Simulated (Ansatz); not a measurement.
ZnO (P6_3mc), PBEsol with spin-orbit coupling, rigid bands (Ansatz, a program for electronic structure): N_c = 1.41e18 cm⁻³ at 300 K and an electron conductivity mass of 0.153 mₑ.

Problem. For 1e16 electrons per cm³ at 300 K, place the Fermi level, estimate the Seebeck coefficient of a parabolic band with constant τ, and give mobility and conductivity for τ = 50 fs.

Solution. The level lies k_BT ln(N_c/n) = 0.128 eV below the conduction-band minimum. S ≈ −(k_B/e)[ln(N_c/n) + 5/2] = -642 μV/K, against -637 μV/K from the full bands (mean over directions). μ = eτ/m = 575 cm²/(V·s) and σ = neμ = 0.921 S/cm. τ is assumed, not computed.

Band transport and this doping are assumed; polarons and phonon drag are left out.
